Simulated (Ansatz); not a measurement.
ZnS under load (space group P6_3mc), Ansatz (a quantum-chemistry and plane-wave program) with r2SCAN with spin-orbit coupling, rigid bands. Condition of this run: uniaxial stress along c of -2 GPa (compression positive) (the target of the relaxation). Band gap 2.74 eV, N_c = 2.39e18 cm⁻³ and N_v = 3.24e19 cm⁻³ at 300 K, conductivity masses along z (a = (3.77, 0.00, 0.00) Å; b = (-1.88, 3.26, 0.00) Å; c = (0.00, 0.00, 6.31) Å) of 0.177 mₑ (electrons) and 1.60 mₑ (holes). Take k_BT = 0.02585 eV.

### Question
What thermal injection velocity √(2k_BT/πm) limits a ballistic channel along the direction named?

### Answer
1.28e7 cm/s for electrons and 4.25e6 cm/s for holes, a ratio of √(m_h/m_e) = 3.01, for dilute carriers.

### Question
Find the intrinsic carrier density and the intrinsic Fermi level.

### Answer
n_i = √(N_c N_v) exp(−E_g/2k_BT) = 8.80e18 × exp(−52.99) = 8.5e-5 cm⁻³. The level lies (k_BT/2) ln(N_v/N_c) = 34 meV from mid-gap (positive towards the conduction band). Each 0.1 eV added to the gap lowers n_i by a factor of 6.9.

### Question
A film of it is 3 nm thick, with its normal along the direction named. Estimate the confinement energies in an infinite well.

### Answer
ħ²π²/(2m t²) = 0.376 eV·nm²/(m/mₑ × t²) gives 236 meV for electrons and 26.1 meV for holes, so the gap would widen to about 3.00 eV. Finite barriers and nonparabolic bands lower this, and with several valleys or bands the heaviest mass along the normal sets the lowest level, not this average.

Rigid bands with the computed gap; masses take one relaxation time for all states. Geometry: cell and atoms relaxed with PBEsol.
